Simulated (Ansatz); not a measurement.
**hypothetical simple cubic Mo with two functionals**

Start from Mo in the simple cubic structure (space group Pm-3m, No. 221; a = 2.599 Å; a hypothetical phase, not in the database extracts checked).

(Cell as relaxed with PBE.)

Levels (all Ansatz, an electronic-structure program, PAW): PBE (420 eV, no spin-orbit coupling); PBEsol (420 eV, no spin-orbit coupling).

Each level relaxes its own structure.

| quantity | PBE | PBEsol |
|---|---|---|
| volume per atom | 17.55 Å³ | ___ |
| lattice parameter a | 2.599 Å | ___ |
| band gap | zero | ___ |

Given the PBE results, estimate those of PBEsol.


- volume per atom, PBEsol: 16.96 Å³
- lattice parameter a, PBEsol: 2.569 Å
- band gap, PBEsol: zero

PBE's volume per atom lies 0.59 Å³ above PBEsol's (3.5 %); PBE's lattice parameter a lies 0.030 Å above PBEsol's (1.2 %); the two agree on the band gap. Neither level is exact; PBEsol is the comparison here, not a measurement.

Whether these cells are dynamically stable was not tested. The final runs are not spin-polarised.
